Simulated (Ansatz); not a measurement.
Abridged Ansatz (a first-principles code) output:

```
Pseudopotential: Sn, paw, valence charge 14
Pseudopotential: Te, paw, valence charge 16
Crystal: 6 atoms, lattice volume = 214.140 Å³
Basis set: ecut = 500 eV, 5403 PW (Γ), exchange–correlation on 216×216×128 points (64 copies of the dense FFT grid, shifted against one another)
Bands: 52, of which v1, the nominal top of the filled ones, is band 46 counted from 1 (45 counted from 0)
Symmetry: 16 space group operations
k-points: 60 of 539
Functional: x = r2scan, c = r2scan; τ floored in thin density (d = 2e-4 eV/Å³)
SCF iter   1: F=—  HF=-40056.218174 eV  |F-HF|=—  |Δ(HF+E_count)|=         —  Δρ=5.54e-3  dr2=6.92e-2  dr2_τ=4.04e-3  ethr=1.77e-3  ⟨swp⟩=7.1  Hψ=12528  notcnv=0
SCF iter   2: F=—  HF=-40056.236794 eV  |F-HF|=—  |Δ(HF+E_count)|=   1.86e-2  Δρ=1.00e-3  dr2=2.05e-3  dr2_τ=1.52e-4  ethr=7.52e-5  ⟨swp⟩=2.9  Hψ=5764  notcnv=0  defer=8
SCF 1 converged in 8 iterations: F = -40056.236746 eV  dr2 = 2.00e-10
SCF converged after 8 iterations
Free energy (F): -40056.236746 eV
Internal energy: -40056.213274 eV  (E = F + TS)
E sigma→0 (E₀):  -40056.225010 eV
Entropy (-TS):   -0.023472 eV (-3.912 meV/atom)
Fermi energy:    7.026937 eV
--- Forces (eV/Å), atoms counted from 1 ---
  atom   1  Sn     0.00000000    -0.00000000     0.00000000
  atom   2  Sn     0.00000000     0.00000000     0.00000000
  atom   3  Te     0.00002252     0.00002252     0.00000000
  atom   4  Te     0.00002252    -0.00002252     0.00000000
  atom   5  Te    -0.00002252     0.00002252     0.00000000
  atom   6  Te    -0.00002252    -0.00002252     0.00000000
--- Stress (GPa, compression-positive) ---
       -0.000280       0.000000       0.000000
        0.000000      -0.000280       0.000000
        0.000000       0.000000      -0.001870
  P = ⅓ Tr σ = -0.0008 GPa (-0.008 kbar)
```

Problem. What was computed, and what are the main results?

Solution. SnTe2, 6 atoms in the cell, with Ansatz r2SCAN, no spin-orbit coupling. The last SCF converged to F = -40056.236746 eV, or -6676.0395 eV per atom, at a pressure of 0.00 GPa. The total energy compares only with runs of the same code, potentials and settings.

Spin-orbit coupling, missing from the scalar runs, can matter with Te. No phonon test of stability was made. All final runs are without spin polarisation. The cell was made from SnO2 by this change: O → Te; the result is a hypothetical phase, not in the database extracts checked.
